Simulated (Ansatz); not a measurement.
**HfC under a change: biaxial strain −1.00 %, plane normal [001], relaxed out of plane**

Take HfC in the rock salt structure (space group Fm-3m, No. 225; a = 4.607 Å; relaxed with 0.1 eV smearing) as the base. Axes: x, y, z lie along the cube axes.

One thing is altered: biaxial strain −1.00 %, plane normal [001], relaxed out of plane (Cartesian); in-plane vectors clamped, the third vector and the atoms free.

Calculations: Ansatz (a first-principles code), PBEsol, PAW, cutoff 420 eV, scalar-relativistic without spin-orbit coupling. k-mesh 22×22×22 (Γ-centred); smearing 0.1 eV (Fermi–Dirac).

| quantity | base | changed | shift |
|---|---|---|---|
| volume per atom | 12.22 Å³ | 12.03 Å³ | -0.197 Å³ |
| space group | Fm-3m (No. 225) | I4/mmm (No. 139) | – |
| shortest interatomic distance | 2.304 Å | 2.280 Å | -0.0230 Å |
| energy relative to the base (free energy F) | 0 meV/atom | +4.8 meV/atom | +4.8 meV/atom |
| pressure (mean of the normal stresses, compression positive) | 0.0 GPa | 4.3 GPa | +4.3 GPa |
| band gap | zero | zero | – |
| out-of-plane strain | – | +0.39 % | – |
| ratio −ε⊥/ε∥ | – | 0.39 | – |

Final structure (turned so that z lies along the plane normal):

```yaml
crystal:
  lattice:
    - [3.22510, 0.00000, 0.00000]
    - [0.00000, 3.22510, 0.00000]
    - [1.61255, -1.61255, 2.31246]
  atoms:
    - { symbol: Hf, position: [0.00000, 0.00000, 0.00000] }
    - { symbol: C, position: [0.50000, 0.50000, 0.00000] }
```

No phonon test of stability was made. The final runs are not spin-polarised.
